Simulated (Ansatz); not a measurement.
The starting structures come from a database of crystals and need not be the phases stable at ambient conditions.

 Where the default PAW files enter, the runs use the earlier of Ansatz's two default sets.

Inside the gap of an insulator the Bloch states are evanescent, with a wavenumber k + iκ along the transport direction.

Given:

```yaml
crystal:
  lattice:
    - [4.36393, 0.04747, 0.44058]
    - [-0.15784, 8.09024, -0.09715]
    - [-0.37631, -3.90274, 5.26107]
  atoms:
    - { symbol: V, position: [0.38950, 0.70795, 0.93278] }
    - { symbol: V, position: [0.61050, 0.29205, 0.06722] }
    - { symbol: V, position: [0.60534, 0.81670, 0.50657] }
    - { symbol: V, position: [0.39466, 0.18330, 0.49343] }
    - { symbol: O, position: [0.50576, 0.79837, 0.75818] }
    - { symbol: O, position: [0.49424, 0.20163, 0.24182] }
    - { symbol: O, position: [0.49637, 0.88664, 0.27069] }
    - { symbol: O, position: [0.50363, 0.11336, 0.72931] }
    - { symbol: O, position: [0.02637, 0.71031, 0.93636] }
    - { symbol: O, position: [0.97363, 0.28969, 0.06364] }
    - { symbol: O, position: [0.96671, 0.81698, 0.50550] }
    - { symbol: O, position: [0.03329, 0.18302, 0.49450] }
    - { symbol: O, position: [0.49823, 0.44685, 0.75739] }
    - { symbol: O, position: [0.50177, 0.55315, 0.24261] }
```

Space group of this cell: P-1. The cell was relaxed by PBE-D3(BJ); by r2SCAN its mean pressure is -3.0 GPa.

Transport runs along the normal of the first two printed cell vectors.

No gap correction and no spin-orbit coupling; mid-gap values are interpolated between computed energies.

### Question
Predict the band gap and the smallest decay constant κ at mid-gap from Ansatz (a program for electronic structure) with r2SCAN.

### Answer
Gap 2.23 eV on a 8×6×6 mesh; κ = 0.391 1/Å, at (0.125, 0.250) of the in-plane reciprocal vectors. At the zone centre, at the nearest computed energy, the slowest state has κ = 0.43 1/Å.
